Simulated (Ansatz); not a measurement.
The starting structures come from a database of crystals and need not be the phases stable at ambient conditions.

# Evanescent states of Sr3Ta2ZnO9 (P-3m1, not sure to be the ambient phase, 15 atoms a cell, 13.4 Å³ an atom, -5 GPa at this level) along the normal of (110)

All values below come from r2SCAN (plane waves, PAW; Ansatz, a quantum-chemistry and plane-wave program).

The gap is the functional's own. No spin-orbit coupling. Mid-gap values are interpolated on the energy grid.

Energies count from the valence-band top; κ is the least over a 4×4 mesh across the current.

```json
[
 {"E (eV)": "0.10", "κ (1/Å)": "0.117", "where": "off Γ"},
 {"E (eV)": "0.28", "κ (1/Å)": "0.178", "where": "off Γ"},
 {"E (eV)": "0.47", "κ (1/Å)": "0.218", "where": "off Γ"},
 {"E (eV)": "0.67", "κ (1/Å)": "0.247", "where": "off Γ"},
 {"E (eV)": "0.85", "κ (1/Å)": "0.270", "where": "off Γ"},
 {"E (eV)": "1.04", "κ (1/Å)": "(withheld)", "where": "off Γ"},
 {"E (eV)": "1.24", "κ (1/Å)": "(withheld)", "where": "off Γ"},
 {"E (eV)": "1.43", "κ (1/Å)": "(withheld)", "where": "off Γ"},
 {"E (eV)": "1.61", "κ (1/Å)": "(withheld)", "where": "off Γ"},
 {"E (eV)": "1.80", "κ (1/Å)": "(withheld)", "where": "off Γ"},
 {"E (eV)": "2.00", "κ (1/Å)": "(withheld)", "where": "off Γ"},
 {"E (eV)": "2.19", "κ (1/Å)": "(withheld)", "where": "off Γ"},
 {"E (eV)": "2.38", "κ (1/Å)": "(withheld)", "where": "Γ"},
 {"E (eV)": "2.56", "κ (1/Å)": "(withheld)", "where": "Γ"},
 {"E (eV)": "2.75", "κ (1/Å)": "(withheld)", "where": "Γ"},
 {"E (eV)": "2.94", "κ (1/Å)": "(withheld)", "where": "Γ"},
 {"E (eV)": "3.13", "κ (1/Å)": "0.280", "where": "Γ"},
 {"E (eV)": "3.33", "κ (1/Å)": "0.257", "where": "Γ"},
 {"E (eV)": "3.52", "κ (1/Å)": "0.224", "where": "Γ"},
 {"E (eV)": "3.71", "κ (1/Å)": "0.172", "where": "Γ"},
 {"E (eV)": "3.90", "κ (1/Å)": "0.029", "where": "Γ"}
]
```

Question: Complete the blanks.

Answer: 
- 1.04, κ (1/Å): 0.288
- 1.24, κ (1/Å): 0.302
- 1.43, κ (1/Å): 0.313
- 1.61, κ (1/Å): 0.321
- 1.80, κ (1/Å): 0.327
- 2.00, κ (1/Å): 0.329
- 2.19, κ (1/Å): 0.330
- 2.38, κ (1/Å): 0.327
- 2.56, κ (1/Å): 0.320
- 2.75, κ (1/Å): 0.310
- 2.94, κ (1/Å): 0.297
